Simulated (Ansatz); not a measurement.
# Short convergence ladders for La (P3m1, 4 atoms in the cell)

```xyz
4
Lattice="1.8756 -3.2486 0.0000 1.8756 3.2486 0.0000 0.0000 0.0000 12.0992" Properties=species:S:1:pos:R:3 pbc="T T T"
La     0.0000     0.0000     6.0996
La     0.0000     0.0000     0.0000
La     1.8756     1.0829     3.0248
La     1.8756    -1.0829     9.0744
```

Base method: PBEsol, default PAW files made with PBE (plane waves; Ansatz, an electronic-structure program).

Base settings: basis.ecutwfc = 30.9 Ry; kpoints.mp_grid.grid = 8 8 2; hamiltonian.xc = pbesol; hamiltonian.pseudopotentials = {kind: paw} (the program's default PAW files); scf.occupations.method = fermi_dirac; scf.occupations.width = 0.0073 Ry.

The count of work is k-points × plane waves × bands × iterations; it is no time. 

**The cutoff for other potential files**

Level: DFT, PBEsol, plane waves, harder PAW files (source: ansatz) made with PBE.

In this ladder: hamiltonian.pseudopotentials = {kind: paw, source: ansatz}.

The second cell is the first with its lattice scaled by 0.98.

The mesh stays at the base's, so the ladder's end is converged at best in this setting alone.

The first pressure column holds Ansatz's estimate of the finite-basis (Pulay) stress, which hides part of the cutoff error; the other is without it.

Only quantities that move along the ladder and can be compared are tabulated.

| basis.ecutwfc | free energy less the last step's (meV/atom) | energy of the compressed cell less the first (meV/atom) | pressure (GPa) | pressure without the Pulay estimate (GPa) | largest difference of a force vector from the last step's (eV/Å) | count of work / last |
|---|---|---|---|---|---|---|
| 19.8 Ry | 217.52 | -9.57 | -1.53 | -6.67 | 0.008 | 0.089 |
| 24.3 Ry | 35.91 | -15.15 | -1.81 | -2.84 | 0.007 | 0.14 |
| 30.9 Ry | 2.46 | -16.37 | -1.90 | -1.99 | 0.000 | 0.21 |
| 37.5 Ry | 0.17 | -16.44 | -1.90 | -1.90 | 0.000 | 0.27 |
| 44.1 Ry | 0.04 | -16.44 | -1.90 | -1.90 | 0.000 | 0.35 |
| 52.9 Ry | 0.03 | -16.44 | -1.90 | -1.90 | 0.000 | 0.46 |
| 66.1 Ry | 0.01 | -16.44 | -1.90 | -1.90 | 0.000 | 0.65 |
| 88.2 Ry | 0.00 | -16.44 | -1.90 | -1.90 | 0.000 | 1.0 |

Coarsest basis.ecutwfc that holds the pressure without the Pulay estimate within 0.2 GPa of the last step, with all finer ones: 30.9 Ry, at 0.21 of the last step's count of work; the step before is off by 0.94 GPa.

Coarsest basis.ecutwfc that holds the pressure within 0.05 GPa of the last step, with all finer ones: 30.9 Ry, at 0.21 of the last step's count of work; the step before is off by 0.08 GPa.

Coarsest basis.ecutwfc that holds the forces within 0.005 eV/Å of the last step, with all finer ones: 30.9 Ry, at 0.21 of the last step's count of work; the step before is off by 0.007 eV/Å.

The energy difference between the two cells stays within 1 meV/atom of the last step's from 30.9 Ry on, the total only from 37.5 Ry on: much of the error is common to both cells and cancels.

At the lowest cutoff the pressure without the Pulay estimate lies 4.8 GPa under the last step's, the usual sign of Pulay stress in an incomplete plane-wave basis.

**The relaxed cell against the cutoff**

On La (P6_3/mmc, 4 atoms in the cell): atoms on their sites.

In this ladder: relax = cell and atoms.

The mesh stays at the base's, so the ladder's end is converged at best in this setting alone.

Only quantities that move along the ladder and can be compared are tabulated.

```csv
basis.ecutwfc,relaxed volume (Å³/atom),relaxation steps
15.4 Ry,34.965,9
18.4 Ry,34.428,9
21.7 Ry,34.053,8
26.1 Ry,34.022,6
30.9 Ry,34.017,5
37.1 Ry,34.018,5
46.3 Ry,34.016,5
61.7 Ry,34.016,5
```

Coarsest basis.ecutwfc that holds the relaxed volume within 0.034 Å³/atom of the last step, with all finer ones: 26.1 Ry; the step before is off by 0.038 Å³/atom.

At the lowest cutoff the cell relaxes to a volume 2.8 % larger than at the highest. Ansatz relaxes on a stress corrected for the finite basis.

On the base run: the starting cell has typed, rounded lattice constants, without a prior relaxation at this level. Its lattice was rescaled by up to half a per cent. One atom was moved a little off its site on purpose.

Keys are those of Ansatz 0.2.
